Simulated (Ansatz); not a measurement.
Consider Rh in the fcc (Cu type) structure (space group Fm-3m, No. 225; a = 3.802 Å; relaxed with 0.1 eV smearing). Axes: x, y, z lie along the cube axes.

Level of theory: Kohn–Sham DFT with the r2SCAN functional, run in Ansatz (an electronic-structure program) with PAW and 500 eV plane waves, no spin-orbit coupling, earlier PAW set.

Strains are applied to the cell and any free atomic positions relax; under biaxial strain the out-of-plane vector relaxes too; under stress the whole cell relaxes.

One change was made to it. Results:

| quantity | base | after |
|---|---|---|
| energy relative to the base (free energy F) | 0 meV/atom | +13 meV/atom |
| shortest interatomic distance | 2.688 Å | 2.654 Å |

Question: Name the change that was made.
(A) biaxial strain −2.52 %, plane normal [001], relaxed out of plane
(B) uniaxial strain ε_zz = −2.57 %
(C) uniaxial stress, 8 GPa compression along z
(D) uniaxial stress, 2 GPa tension along z

Answer: B, uniaxial strain ε_zz = −2.57 %. For comparison, the energy relative to the base in the other runs: uniaxial stress, 2 GPa tension along z gives +0.5 meV/atom; biaxial strain −2.52 %, plane normal [001], relaxed out of plane gives +27 meV/atom; uniaxial stress, 8 GPa compression along z gives +8.5 meV/atom.

Beyond what the load breaks, stability against distortions was not tested. The final runs are not spin-polarised.
